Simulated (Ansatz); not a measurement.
The starting structures come from a database of crystals and need not be the phases stable at ambient conditions.

By PBEsol, the system below comes out a metal.

Given:

```
CELL_PARAMETERS angstrom
      4.75632     0.00000     0.00000
      0.00000     6.11103     0.00000
      0.00000     0.00000     5.23726
ATOMIC_POSITIONS crystal
  W  0.75520 0.87642 0.08119
  W  0.24480 0.12358 0.91881
  W  0.74480 0.62358 0.58119
  W  0.25520 0.37642 0.41881
  W  0.25520 0.62358 0.91881
  W  0.74480 0.37642 0.08119
  W  0.24480 0.87642 0.41881
  W  0.75520 0.12358 0.58119
  C  0.50000 0.87825 0.75000
  C  0.50000 0.12175 0.25000
  C  0.00000 0.62175 0.25000
  C  0.00000 0.37825 0.75000
```

The cell is taken as given; by PBEsol it stands under a pressure of -10.4 GPa.

The current flows along the normal of the first two printed cell vectors. No spin-orbit coupling; the value is a mean over 0.1 eV about the Fermi level.

**Question.** State the ballistic conductance per area according to PBEsol (Ansatz, a first-principles code).

**Answer.** 0.73 × 10¹⁵ S/m² for both spins.
